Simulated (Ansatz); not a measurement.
Defect: interstitial P in silicon strained by -1.5 % along x and y, z held, charge state -1. The step: one P atom jumps by itself; the atom moves 1.29 Å along (-0.01, 0.17, 0.17) of the unit cell; the moving atom starts with neighbours 2 Si at 2.18, 2 Si at 2.57, 2 Si at 2.79 Å and ends with 2 Si at 2.18, 2 Si at 2.54, Si at 2.82 Å. DFT values are from Ansatz (plane-wave PAW, 420 eV unless said) in a cell of 64 host sites, spin-restricted, static, with no finite-size correction. The charge state is imposed; whether it is stable for some Fermi level was not computed. Sites that were not tried may lie lower. For the PBE band: the saddle point's order was not checked.

```json
[
 {"Level": "PBE, a 2×2×2 k-point mesh shifted by half a step, band relaxed", "Forward barrier (eV)": "0.10", "Cost of the band or of the saddle's single point": "roughly 40 core-minutes"},
 {"Level": "PBE, a 3×3×3 k-point mesh shifted by half a step, same geometries", "Forward barrier (eV)": "0.11", "Cost of the band or of the saddle's single point": "very roughly 4 core-minutes"}
]
```

Ansatz is a program for electronic structure.
